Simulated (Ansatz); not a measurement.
An ideal cubic perovskite cell is held by its symmetry; such compounds can tilt or shift off centre at room temperature. The starting structures come from a database of crystals and need not be the phases stable at ambient conditions.

By PBEsol, the system below comes out a metal.

Crystal: BaTaO$_{3}$ (Pm-3m, cubic perovskite, not sure to be the ambient phase, 5 atoms a cell, 14.1 Å³ an atom, -8 GPa at this level); planes in its conventional cell.

Calculation: PBEsol (plane waves, PAW; Ansatz, a quantum-chemistry and plane-wave program).

Ballistic conductance counts the channels of both spins, as a mean over 0.1 eV about the Fermi level; spin-orbit coupling is left out.

```json
[
 {"plane": "(110)", "area (Å²)": "24.1", "G/A (10¹⁵ S/m²)": "0.49"},
 {"plane": "(001)", "area (Å²)": "17.1", "G/A (10¹⁵ S/m²)": "(withheld)"},
 {"plane": "(111)", "area (Å²)": "29.6", "G/A (10¹⁵ S/m²)": "(withheld)"}
]
```

Q: Some entries are withheld; supply them.

A: 
- (001), G/A (10¹⁵ S/m²): 0.43
- (111), G/A (10¹⁵ S/m²): 0.51
